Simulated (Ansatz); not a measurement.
The starting structures come from a database of crystals and need not be the phases stable at ambient conditions.

Evanescent states of Al2ZnSe4 (I-4, not sure to be the ambient phase, 7 atoms a cell, 24.1 Å³ an atom) along the normal of (100)

The numbers are results of PBEsol (plane waves, PAW; Ansatz, a first-principles code), not measurements.

The gap is the functional's own, uncorrected, and κ follows it; spin-orbit coupling is left out. Mid-gap values are interpolated between the computed energies.

Energies count from the valence-band top; κ is the least over a 6×4 mesh across the current.

```csv
E (eV),κ (1/Å),where
0.06,0.054,Γ
0.18,0.090,Γ
0.30,0.112,Γ
0.42,0.127,Γ
0.54,0.138,Γ
0.66,0.146,Γ
0.78,0.152,Γ
0.90,0.155,Γ
1.02,0.156,Γ
1.14,0.155,Γ
1.26,0.153,Γ
1.38,0.148,Γ
1.50,0.142,Γ
1.62,0.133,Γ
1.74,0.122,Γ
1.86,0.107,Γ
1.98,0.086,Γ
2.10,0.055,Γ
```

Problem. How thick must the barrier be to attenuate the transmission by 10^4 when the electrodes' Fermi level lies at 1.38 eV, and what attenuation does that film give at 1.26 eV?

Solution. d = 4 ln 10 / (2 × 0.148) = 31.1 Å. At 1.26 eV it gives 4 × 0.153/0.148 = 4.1 decades.
